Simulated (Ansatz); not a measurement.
Seebeck coefficient (μV/K, mean over directions) of n-type RbCaH3 (Pm-3m) against carrier density, PBEsol, rigid bands (Ansatz, a quantum-chemistry and plane-wave program). Computed gap 3.05 eV; densities at which minority carriers matter at this gap, or further valleys turn the trend, are left out. Conductivity mass 0.50 mₑ (harmonic mean over directions), N_c = 2.6e19 cm⁻³ at 300 K.

| electron density | 300 K | 500 K |
|---|---|---|
| 1e16 cm⁻³ | -894 | -962 |
| 1e17 cm⁻³ | -696 | -763 |
| 1e18 cm⁻³ | -498 | … |
| 3e18 cm⁻³ | -404 | -471 |
| 1e19 cm⁻³ | … | -368 |
| 3e19 cm⁻³ | -213 | -276 |
| 1e20 cm⁻³ | -127 | … |
| 3e20 cm⁻³ | -69 | -108 |
| 1e21 cm⁻³ | -33 | -55 |

Question: What belongs in the gaps?

Answer: 
- 1e18 cm⁻³, 500 K: -565
- 1e19 cm⁻³, 300 K: -302
- 1e20 cm⁻³, 500 K: -181

Rigid bands with a gap fixed in temperature, one relaxation time for all states, no polarons or phonon drag, and whether or not such doping can be reached. Spin-orbit coupling is left out.

Formula and space group known from diffraction (Crystallography Open Database), not checked to be the room-temperature form: RbCaH3 (Pm-3m).
